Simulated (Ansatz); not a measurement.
Base system: Na in the bcc (W type) structure (space group Im-3m, No. 229).

```
CELL_PARAMETERS angstrom
     -2.08537     2.08537     2.08537
      2.08537    -2.08537     2.08537
      2.08537     2.08537    -2.08537
ATOMIC_POSITIONS crystal
  Na 0.00000 0.00000 0.00000
```

Level of theory: DFT with PBEsol, PAW potentials and a 420 eV plane-wave cutoff in Ansatz (a quantum-chemistry and plane-wave program), no spin-orbit coupling.

Base values:

- Lattice parameter a: 7.882 bohr

It is then changed as follows: full substitution Na → Cs; the structure is relaxed again.

Tabulated Pauling electronegativity and covalent radius: Na 0.93, 1.66 Å; Cs 0.79, 2.44 Å.

Estimate the effect on the lattice parameter a.

The lattice parameter a grows by 3.4728 bohr, from 7.882 bohr to 11.354 bohr.

Stability against distortions was not tested. The final runs are not spin-polarised.
